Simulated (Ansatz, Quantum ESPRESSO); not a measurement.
**As (R-3m, 2 atoms in the cell) computed with different codes at matched settings**

Zone-centre phonon calculation.

```yaml
crystal:
  lattice:
    - [1.87741, 1.08392, 3.70434]
    - [-1.87741, 1.08392, 3.70434]
    - [0.00000, -2.16785, 3.70434]
  atoms:
    - { symbol: As, position: [0.22443, 0.22443, 0.22443] }
    - { symbol: As, position: [0.77557, 0.77557, 0.77557] }
```

Shared settings, as Ansatz (an electronic-structure program) writes them: kpoints.mp_grid.grid = 11 11 11; scf.occupations.method = fermi_dirac; scf.occupations.width = 0.1 eV. Potentials and cutoffs stand in the table.

```json
[
 {"code": "Ansatz", "model": "LDA (PW92), PAW files made with PBE", "highest zone-centre frequency (cm⁻¹)": "251", "cutoff": "default"},
 {"code": "Quantum ESPRESSO", "model": "LDA (PZ), PSlibrary ultrasoft (LDA) pseudopotentials", "highest zone-centre frequency (cm⁻¹)": "254", "cutoff": "30 Ry"}
]
```

The spread over the programs that give each value: highest zone-centre frequency within 3.0 cm⁻¹.

The same LDA comes in different parametrisations, which differ slightly.

The starting cell comes from a database of computed structures (which also holds hypothetical and non-ambient phases and stackings), without a prior relaxation at this level.

Keys are those of Ansatz 0.2.
